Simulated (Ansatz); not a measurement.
Effect of biaxial strain −2.50 %, plane normal [001], relaxed out of plane on Nb

Start from Nb in the bcc (W type) structure (space group Im-3m, No. 229; a = 3.2484 Å; relaxed with 0.1 eV smearing). Axes: x, y, z lie along the cube axes.

One thing is altered: compressive biaxial strain of 2.50 % in the plane normal to [001], as in epitaxy on a mismatched substrate; the out-of-plane cell vector and the atoms relax.

Computed with LDA (Ansatz, a quantum-chemistry and plane-wave program), scalar-relativistic without spin-orbit coupling. k-mesh 28×28×28 (Γ-centred); smearing 0.1 eV (Fermi–Dirac).

```csv
quantity,base,changed,shift
space group,Im-3m (No. 229),I4/mmm (No. 139),–
energy relative to the base (free energy F),0 meV/atom,+20 meV/atom,+20 meV/atom
"pressure (mean of the normal stresses, compression positive)",0.0 GPa,5.1 GPa,+5.1 GPa
band gap,zero,zero,–
out-of-plane strain,–,+2.64 %,–
ratio −ε⊥/ε∥,–,1.05,–
mean in-plane stress (compression positive),–,+7.7 GPa,–
```

Final structure (turned so that z lies along the plane normal):

```
CELL_PARAMETERS angstrom
      3.16721     0.00000     0.00000
      0.00000     3.16721     0.00000
      1.58360    -1.58360     1.66704
ATOMIC_POSITIONS crystal
  Nb 0.00000 0.00000 0.00000
```

Stability against distortions was not tested. All final runs are without spin polarisation.
